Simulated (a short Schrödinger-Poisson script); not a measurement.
Stack: MOS inversion layer, SiO2 on p-type InP, at 300 K.

| layer | material | thickness (nm) | Na (cm⁻³) |
|---|---|---|---|
| 1 | SiO2 | 2.2 | - |
| 2 | InP | 280 | 2.9e18 |

Constants are typed, rounded textbook-type inputs, not results; the design itself was drawn at random and stands for no fabricated device. SiO2: permittivity 3.9, conduction-band edge (eV) 3.48, gap (eV) 9, electron mass (mₑ) 0.5. InP: permittivity 12.5, conduction-band edge (eV) 0, gap (eV) 1.344, Nv at 300 K (cm⁻³) 1.1e19.

Channel valleys (confinement mass, in-plane density-of-states mass, number): Γ 0.08, 0.08, 1. At the gate the conduction-band edge of layer 1 lies 4.05 eV − eVg above the Fermi level of the channel; the field vanishes at the back. Gaps are held at their typed values at every temperature. Mesh 0.03 nm at interfaces.

From a short Schrödinger-Poisson script (our own, NumPy): 1D Poisson equation in equilibrium, electrons quantum, Hartree (BenDaniel-Duke, 12 states a valley, the channel's in-plane mass for all, wave functions ending at the dielectric), parabolic valleys, classical holes, full ionisation, no traps, pinning or gate leakage.

The same stack at other levels of the model or other numerical settings:

```
run                                                                  sheet density of all electrons at Vg = 2.7 V (cm⁻²)  capacitance at Vg = 2.7 V (μF/cm²)  centroid of the channel electrons at Vg = 2.7 V (nm)  gate voltage at 1e11 electrons/cm² (V)  rough cost against the base
-------------------------------------------------------------------  ---------------------------------------------------  ----------------------------------  ----------------------------------------------------  --------------------------------------  ---------------------------
base                                                                                                             5.17e12                                1.03                                                  2.35                                    1.79                      about 1
electrons treated as classical, Boltzmann                                                                        1.14e13                                1.52                                                  0.19                                    1.38                         0.06
electrons treated as classical, Fermi-Dirac                                                                      6.67e12                                1.09                                                  1.16                                    1.41                          0.3
electrons treated as quantum, Hartree plus LDA exchange-correlation                                              5.40e12                                1.04                                                  2.33                                    1.78                            1
mesh six times as coarse                                                                                         5.17e12                                1.03                                                  2.34                                    1.78                          0.2
one subband a valley                                                                                             5.17e12                                1.03                                                  2.35                                    1.79                          0.6
```

The classical rows ignore confinement, and Boltzmann statistics overrate the density once the band edge passes the Fermi level.

Above a few 1e12 electrons/cm² a light Γ valley is non-parabolic and upper valleys begin to fill, which the model leaves out.
